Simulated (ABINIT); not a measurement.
ABINIT run on Al (Fm-3m, 1 atom in the cell): self-consistent single point.

Method: PBEsol, norm-conserving pseudopotentials (PseudoDojo nc-sr-04 PBEsol standard) (plane waves; ABINIT 10.0.3).

```
CELL_PARAMETERS angstrom
      0.00000     2.03107     2.03107
      2.03107     0.00000     2.03107
      2.03107     2.03107     0.00000
ATOMIC_POSITIONS crystal
  Al 0.00000 0.00000 0.00000
```

Reference input (self-consistent single point, DFT, PBEsol, plane waves, norm-conserving pseudopotentials (PseudoDojo nc-sr-04 PBEsol standard)): pseudos = [Al.upf]; ecut = 544 eV; ixc = -116133; occopt = 7; tsmear = 0.00367493 Ha; ngkpt = 14 14 14; nshiftk = 1; shiftk = 0 0 0; potentials = PseudoDojo nc-sr-04 PBEsol standard; nband = 7; kptopt = 1; nstep = 100. This run's input differs from it in these lines:

```diff
@@ -15,7 +15,7 @@
 ixc -116133
-occopt 7
-tsmear 0.00367493
+occopt 3
+tsmear 0.00073499
 nband 7
 kptopt 1
-ngkpt 14 14 14
+ngkpt 23 23 23
 nshiftk 1
```

Log, with long lists cut:

```
--- !BeginCycle
solver: {iscf: 7, nstep: 100, nline: 4, wfoptalg: 0, }
tolerances: {toldfe: 1.00E-09, }
...

     iter   Etot(hartree)      deltaE(h)  residm     vres2
 ETOT  1  -2.3186477678221    -2.319E+00 1.061E-01 9.964E-01
 ETOT  2  -2.3198874004677    -1.240E-03 1.029E-02 4.317E-02
 ETOT  3  -2.3198924684489    -5.068E-06 1.865E-03 1.449E-04
 ETOT  4  -2.3198924925500    -2.410E-08 1.339E-03 4.578E-07
 ETOT  5  -2.3198924926085    -5.846E-11 5.401E-04 4.261E-09
 ETOT  6  -2.3198924926092    -6.941E-13 3.224E-04 9.327E-12
 At SCF step    6, etot is converged :
  for the second time, diff in etot=  6.941E-13 < toldfe=  1.000E-09

 Cartesian components of stress tensor (hartree/bohr^3)
  sigma(1 1)=  9.68044200E-05  sigma(3 2)=  0.00000000E+00
  sigma(2 2)=  9.68044200E-05  sigma(3 1)=  0.00000000E+00
  sigma(3 3)=  9.68044200E-05  sigma(2 1)=  0.00000000E+00

 ----iterations are completed or convergence reached----

 reduced coordinates (array xred) for    1 atoms
       0.000000000000      0.000000000000      0.000000000000
 cartesian forces (eV/Angstrom) at end:
    1     -0.00000000000000    -0.00000000000000    -0.00000000000000
 frms,max,avg= 0.0000000E+00 0.0000000E+00   0.000E+00  0.000E+00  0.000E+00 e/A
 length scales=  1.000000000000  1.000000000000  1.000000000000 bohr
   [... lines left out ...]
 Fermi (or HOMO) energy (eV) =   7.52982   Average Vxc (eV)=  -9.87602
   [... lines left out ...]
total_energy        : -2.31989249260916E+00
total_energy_eV     : -6.31274851303200E+01
band_energy         :  3.49137610973886E-01
...

-Cartesian components of stress tensor (GPa)         [Pressure= -2.8481E+00 GPa]
- sigma(1 1)=  2.84808389E+00  sigma(3 2)=  0.00000000E+00
- sigma(2 2)=  2.84808389E+00  sigma(3 1)=  0.00000000E+00
- sigma(3 3)=  2.84808389E+00  sigma(2 1)=  0.00000000E+00

 Calculation completed.
```

The run converged in 6 iterations. Against the reference run the free energy drops by 6.4 meV/atom and the pressure goes from -3.01 to -2.85 GPa.

The starting cell has typed, rounded lattice constants, without a prior relaxation at this level. Its lattice was rescaled by up to half a per cent.

Cost on one core of a shared machine: roughly 30 s.
